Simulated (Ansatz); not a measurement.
**Response to strain in PbTe**

The reference is PbTe in the rock salt structure (space group Fm-3m, No. 225).

Space group Fm-3m (No. 225); a = b = c = 6.5343 Å, α = β = γ = 90.00°

| atom | site | symmetry | x | y | z |
|---|---|---|---|---|---|
| Te | 4b | m-3m | 0.5000 | 0.5000 | 0.5000 |
| Pb | 4a | m-3m | 0.0000 | 0.0000 | 0.0000 |
(The calculation used a cell of 2 atoms; values per cell refer to that cell.)

Strains are applied to the cell and any free atomic positions relax.

Calculations: plane-wave PAW DFT at the r2SCAN level (Ansatz, a first-principles code, 500 eV), spin-orbit coupling left out.

```json
[
 {"isotropic strain (%)": "0", "pressure (GPa)": "0.0"},
 {"isotropic strain (%)": "0.5", "pressure (GPa)": "?"},
 {"isotropic strain (%)": "1", "pressure (GPa)": "-1.2"},
 {"isotropic strain (%)": "1.5", "pressure (GPa)": "-1.7"},
 {"isotropic strain (%)": "2", "pressure (GPa)": "-2.2"},
 {"isotropic strain (%)": "2.5", "pressure (GPa)": "-2.6"},
 {"isotropic strain (%)": "3", "pressure (GPa)": "-3.1"}
]
```

Task: Fit P = P₀ − Bδ + Cδ² with δ = (1 + ε)³ − 1 to the rows shown and predict the withheld row.

Result: Least squares on the printed values gives P₀ = 0.0 GPa, B = 40.9 GPa, C = 85.0 GPa (largest residual 0.1 GPa); this predicts -0.6 GPa, and the run gives -0.6 GPa, in agreement.

No phonon test of stability was made.
